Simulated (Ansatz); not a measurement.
Cd₂SnO₄ (Imma, No. 74, 14 atoms in the cell; start mp-675857), treated with LDA (Ansatz, a program for electronic structure, PAW).

Run with plane-wave cutoff 520 eV, 8×8×8 k mesh, Fermi–Dirac smearing 0.01 eV, scalar-relativistic PAW data made under PBE.

Cell (relaxed with PBEsol):

Cd$_{2}$SnO$_{4}$ is modelled in the orthorhombic space group Imma (No. 74), Pearson symbol oI28. Cell: a = 6.399 Å, b = 6.471 Å, c = 9.431 Å, α = 90.00°, β = 90.00°, γ = 90.00°. Cd1 on 4e is surrounded by 4 O at 2.165–2.235 Å (tetrahedral). Cd2 on 4c has 4 O at 2.248 Å and 2 O at 2.364 Å (octahedral). Sn on 4b is surrounded by 6 O at 2.041–2.137 Å (octahedral). O1 on 8i sees 2 Sn at 2.137 Å and 1 Cd at 2.235 Å and 1 Cd at 2.364 Å. O2 on 8h is coordinated by 1 Sn at 2.041 Å and 3 Cd at 2.165–2.248 Å. (Neighbours: up to the widest gap in distance over summed covalent radii, below 1.35, at either atom; cation-cation and far metal-metal contacts left out.)
(The calculation used a cell of 14 atoms; values per cell refer to that cell.)

### Question
Predict the band gap and smallest direct gap on the k points sampled.

### Answer

- band gap = 0.22 eV
- smallest direct gap on the k points sampled = 0.23 eV

Note: cell and atoms aren't relaxed at this level (pressure -4.7 GPa).

Spin–orbit coupling is not included.

Computed values are for the static lattice.

Cost on a shared machine: around 2.0 core-minutes (rough).

A start named mp-… is a Materials Project structure, which need not be a measured phase.
